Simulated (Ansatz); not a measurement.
Base system: Mg2Si (space group Fm-3m, No. 225).

Levels (all Ansatz, an electronic-structure program, PAW, earlier PAW set): PBEsol (420 eV, no spin-orbit coupling); HSE06 (420 eV, no SOC); HSE06+SOC (420 eV, spin-orbit coupling included).

Levels that relaxed their own cell: PBEsol.

Measured: band gap 0.77 eV (temperature not stated; as listed in Byungki Ryu et al., Journal of the Korean Physical Society (2019)).

Problem. What do the calculations give for these quantities, and how do they miss?

Solution. 
```
level      band gap
---------  --------
PBEsol      0.12 eV
HSE06       0.56 eV
HSE06+SOC   0.55 eV
```

Computed minus measured — band gap: PBEsol -0.65 eV, HSE06 -0.21 eV, HSE06+SOC -0.22 eV (closest: HSE06 and HSE06+SOC). Measured values not marked as corrected hold thermal and zero-point effects that the static-lattice runs lack. A measured gap can be an optical one, lowered by exciton binding.

Single points use the geometry relaxed with PBEsol. HSE06 was sampled on its mesh, a few special points and the semilocal edge points, so its gap is an upper bound. The spin-orbit shifts are approximate. No phonon test of stability was made. The zero or small gap of Mg2Si can change with the level of theory.
